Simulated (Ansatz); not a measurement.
CrAgS2 (space group R3m, No. 160; ferromagnetic)

```cif
data_Ag3Cr3S6
_chemical_formula_sum 'Cr3 Ag3 S6'
_space_group_name_H-M_alt 'R3m :H'
_space_group_IT_number 160
_space_group_name_Hall 'R 3 -2"'
_cell_length_a 3.47550
_cell_length_b 3.47550
_cell_length_c 19.99631
_cell_angle_alpha 90.000
_cell_angle_beta 90.000
_cell_angle_gamma 120.000
loop_
_atom_site_label
_atom_site_type_symbol
_atom_site_symmetry_multiplicity
_atom_site_Wyckoff_symbol
_atom_site_fract_x
_atom_site_fract_y
_atom_site_fract_z
_atom_site_occupancy
Cr1 Cr 3 a 0.00000 0.00000 0.99902 1
Ag1 Ag 3 a 0.00000 0.00000 0.84644 1
S1 S 3 a 0.00000 0.00000 0.26593 1
S2 S 3 a 0.00000 0.00000 0.72722 1
```
(The calculation used a cell of 4 atoms; values per cell refer to that cell.)

Calculations: PBEsol (Ansatz, a first-principles code; PAW; 420 eV plane waves; no spin-orbit coupling). Settings: 11×11×11 k-points, 0.05 eV Fermi–Dirac smearing.

- Volume per atom: 17.43 Å³
- Density: 5.33 g/cm³
- Band gap: 0.49 eV (uncertain: the edges found on the path are not clean extrema)
- Magnetic state: ferromagnetic
- Total energy: -3160.777 eV/atom (σ→0; compares only within this code and set-up)

Other magnetic orders, which the real material may have, were not ruled out. Whether these cells are dynamically stable was not tested. A gap here joins edges of opposite spin (a spin-flip gap).
